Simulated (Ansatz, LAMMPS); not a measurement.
Dilute random carbon in silicon, 4x4x4 cubic cells. Cell 21.62 × 21.62 × 21.62 Å, Si498C14, 512 atoms. Prepared with Erhart-Albe potential (SiC_Erhart-Albe.tersoff) (LAMMPS): minimisation. 

Basis: localised support functions (accuracy medium) on a full density matrix. k-points: zone centre alone; occupations: Fermi-Dirac, 0.020 eV; spin polarisation not allowed. Scalar-relativistic, no spin-orbit coupling.

Task: What is the computed energy, gap and bonding (PBE, support functions at accuracy medium on the grid of 420 eV run with Ansatz, an electronic-structure program)?

Result: 
energy over the perfect crystal(s), per atom: 34 meV/atom
Kohn-Sham gap of the cell on its k-mesh: 0.56 eV
coordination (neighbours within 2.811 Å): 100.0 % 4-fold
C-Si bonds, mean ± spread: 2.010 ± 0.028 Å
Si-Si bonds, mean ± spread: 2.363 ± 0.024 Å
bond angles, mean ± spread: 109.4° ± 3.2°
pressure: 0.20 GPa
